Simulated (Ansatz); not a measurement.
BaTiO₃ (C222₁, No. 20, 30 atoms in the cell; start mp-558125) was calculated with r²SCAN (Ansatz, a quantum-chemistry and plane-wave program, PAW).

Settings: plane-wave cutoff 560 eV, 8×8×4 k mesh (along the axes of the cell as run), Fermi–Dirac smearing 0.01 eV, no spin polarisation, scalar-relativistic PAW data made under PBE.

Cell (relaxed with PBEsol):

```
BaTiO3
1.0
    2.85554    -4.92242     0.00000
    2.85554     4.92242     0.00000
    0.00000     0.00000    13.89627
Ba Ti O
6 6 18
Direct
  0.34692   0.67911   0.40299
  0.65308   0.32089   0.90299
  0.67911   0.34692   0.59701
  0.32089   0.65308   0.09701
  0.00033   0.99967   0.25000
  0.99967   0.00033   0.75000
  0.35271   0.68841   0.65387
  0.64729   0.31159   0.15387
  0.68841   0.35271   0.34613
  0.31159   0.64729   0.84613
  0.97685   0.97685   0.00000
  0.02315   0.02315   0.50000
  0.16467   0.83510   0.91952
  0.83533   0.16490   0.41952
  0.83510   0.16467   0.08048
  0.16490   0.83533   0.58048
  0.83460   0.66985   0.08113
  0.16540   0.33015   0.58113
  0.66985   0.83460   0.91887
  0.33015   0.16540   0.41887
  0.51796   0.02992   0.24750
  0.48204   0.97008   0.74750
  0.02992   0.51796   0.75250
  0.97008   0.48204   0.25250
  0.83560   0.66863   0.41942
  0.16440   0.33137   0.91942
  0.66863   0.83560   0.58058
  0.33137   0.16440   0.08058
  0.48154   0.51846   0.75000
  0.51846   0.48154   0.25000
```

Q: What does this level give for the band gap?

A: 
* **band gap**: 2.46 eV

Note: cell and atoms aren't relaxed at this level (largest force component 0.07 eV/Å, pressure 3.0 GPa).

Spin–orbit coupling is not included.

Static lattice: no zero-point or thermal effects.

Cost on a shared machine: roughly 40 core-minutes.

A start named mp-… is a Materials Project structure, which need not be a measured phase.
